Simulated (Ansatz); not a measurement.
Base system: Y in the hcp (Mg type) structure (space group P6_3/mmc, No. 194; a = 3.652 Å, c = 5.703 Å; relaxed with 0.1 eV smearing).

The values are results of PBE (Ansatz, a first-principles code), no spin-orbit coupling, not measurements.

Base values:

The pressure is 0.0 GPa and the band gap is zero.

Perturbation: an isotropic linear strain of +3.00 %, atoms relaxed at fixed cell.

Predict the new energy relative to the base.

The energy grows by 31 meV/atom.

What happens to the pressure?

The pressure (mean of the normal stresses, compression positive) goes from zero to -3.1 GPa.

Predict the new band gap.

The band gap remains zero.

No phonon test of stability was made. The final runs are not spin-polarised.
